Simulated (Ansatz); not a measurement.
The structure below was relaxed with Ansatz (an electronic-structure program) PBEsol, without spin-orbit coupling, earlier PAW set, at pressure −1 GPa.

Space group Pm-3m (No. 221); a = b = c = 4.189 Å, α = β = γ = 90.00°

```csv
atom,site,symmetry,x,y,z
Ba,1a,m-3m,0.0000,0.0000,0.0000
Zr,1b,m-3m,0.5000,0.5000,0.5000
O,3c,4/mm.m,0.0000,0.5000,0.5000
```

Write out a cell with all atoms.


```cif
data_BaO3Zr
_chemical_formula_sum 'Ba1 Zr1 O3'
_space_group_name_H-M_alt 'P 1'
_space_group_IT_number 1
_cell_length_a 4.18923
_cell_length_b 4.18923
_cell_length_c 4.18923
_cell_angle_alpha 90.000
_cell_angle_beta 90.000
_cell_angle_gamma 90.000
loop_
_space_group_symop_operation_xyz
  'x, y, z'
loop_
_atom_site_label
_atom_site_type_symbol
_atom_site_fract_x
_atom_site_fract_y
_atom_site_fract_z
_atom_site_occupancy
Ba1 Ba 0.00000 0.00000 0.00000 1
Zr1 Zr 0.50000 0.50000 0.50000 1
O1 O 0.00000 0.50000 0.50000 1
O2 O 0.50000 0.50000 0.00000 1
O3 O 0.50000 0.00000 0.50000 1
```
This is the conventional cell.

Load acts through the strain it causes; cell and atoms are relaxed under it. Stability against distortions was not tested. The cell was made from BaZrO3 in the cubic perovskite structure (space group Pm-3m, No. 221) by this change: pressure −1 GPa.
